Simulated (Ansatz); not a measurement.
```xyz
2
Lattice="13.0000 0.0000 0.0000 0.0000 11.0000 0.0000 0.0000 0.0000 3.2019" Properties=species:S:1:pos:R:3 pbc="T T T"
Cd     5.0427     5.5000     0.0000
Cd     7.9573     5.5000     1.6009
```

Computed with PBE (plane waves to 420 eV, PAW; Ansatz, a quantum-chemistry and plane-wave program). Mesh 1×1×72. No spin polarisation. It repeats along c; a and b span vacuum. A hypothetical model. Symmetry and one short period hold its shape; lower forms weren't sought. Pairing along the axis, which can open a gap, is among the distortions not tried.

Problem. Tabulate the two highest filled and two lowest empty levels along the axis, from the valence top.

Solution. 
| k (2π/c) | v2 (eV) | v1 (eV) | c1 (eV) | c2 (eV) |
|---|---|---|---|---|
| 0.000 | -4.82 | -2.73 | 0.46 | 0.67 |
| 0.042 | -4.79 | -2.71 | 0.49 | 0.70 |
| 0.083 | -4.72 | -2.64 | 0.58 | 0.80 |
| 0.125 | -4.59 | -2.52 | 0.73 | 0.95 |
| 0.167 | -4.40 | -2.34 | 0.93 | 1.17 |
| 0.208 | -4.16 | -2.12 | 1.19 | 1.44 |
| 0.250 | -3.86 | -1.83 | 1.49 | 1.76 |
| 0.292 | -3.50 | -1.50 | 1.84 | 2.12 |
| 0.333 | -3.08 | -1.10 | 2.24 | – |
| 0.375 | -2.59 | -0.65 | 1.68 | – |
| 0.417 | -2.04 | -0.17 | 0.89 | – |
| 0.458 | -1.43 | -0.12 | 0.64 | 1.87 |
| 0.500 | -0.77 | -0.77 | 1.20 | 1.20 |
A dash stands for levels within 1 eV of the vacuum level or above it.
